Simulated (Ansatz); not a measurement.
Functionals compared on the (20-23) surface of hcp Lu in its 1x1 cell, outermost plane spacing 0.19 Å in the ideal cut, in Ansatz (plane waves, PAW). The structure was relaxed with PBE; the other rows are single points on it, each with its references at the same level. Cutoff 420 eV (500 eV for r2SCAN).

Set-up: 20 atoms, 10.7 Å thick at the start; mesh 11x3x1; 0.1 eV smearing; dipole correction on; all atoms relaxed; held to the part of the start's symmetry that mesh and held atoms allow; no spin, no spin-orbit, no U. These notes are the PBE run's.

```
functional  surface energy (J/m²)  work function of the top face (eV)          rough cost of the single point
----------  ---------------------  ----------------------------------  --------------------------------------
PBE                          1.13                                3.04                                       –
LDA                          1.31                                3.23                 roughly 12 core-minutes
PBEsol                       1.25                                3.09            very roughly 13 core-minutes
RPBE                   (withheld)                          (withheld)  about 13 core-minutes (a rough figure)
r2SCAN                       1.23                                3.06            very roughly 21 core-minutes
```

Q: What belongs in the gaps?

A: 
- RPBE, surface energy (J/m²): 1.02
- RPBE, work function of the top face (eV): 2.93

Ansatz is a program for electronic structure.
